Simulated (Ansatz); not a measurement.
## hypothetical P6_3/mmc HgI2 with two functionals

Base system: HgI2 in the 2H-MoS2 type structure (space group P6_3/mmc, No. 194; a = 4.166 Å, c = 14.183 Å; a hypothetical phase, not in the database extracts checked).

(Cell as relaxed with PBE-D3(BJ).)

Levels (all Ansatz, a quantum-chemistry and plane-wave program, PAW): PBE-D3(BJ) (420 eV, no SOC); r2SCAN+rVV10 (500 eV, without spin-orbit coupling).

Each level relaxes its own structure.

```
quantity                                 PBE-D3(BJ)                    r2SCAN+rVV10
-------------------  ------------------------------  ------------------------------
volume per atom                            35.53 Å³                        35.86 Å³
lattice parameter a                         4.166 Å                         4.155 Å
lattice parameter c                        14.183 Å                        14.393 Å
band gap                                    0.34 eV                         0.66 eV
gap character        indirect, K–Γ (38 % along) → M  indirect, K–Γ (38 % along) → M
```

PBE-D3(BJ)'s volume per atom lies 0.324 Å³ below r2SCAN+rVV10's (0.9 %); PBE-D3(BJ)'s lattice parameter a lies 0.0115 Å above r2SCAN+rVV10's (0.3 %); PBE-D3(BJ)'s lattice parameter c lies 0.2092 Å below r2SCAN+rVV10's (1.5 %); PBE-D3(BJ)'s band gap lies 0.32 eV below r2SCAN+rVV10's; the two agree on the gap character. Neither level is exact; r2SCAN+rVV10 is the comparison here, not a measurement.

With Hg and I present, leaving out spin-orbit coupling can change the band edges. Gaps are Kohn–Sham eigenvalue differences; semilocal functionals usually give less than the measured gap. Whether these cells are dynamically stable was not tested.
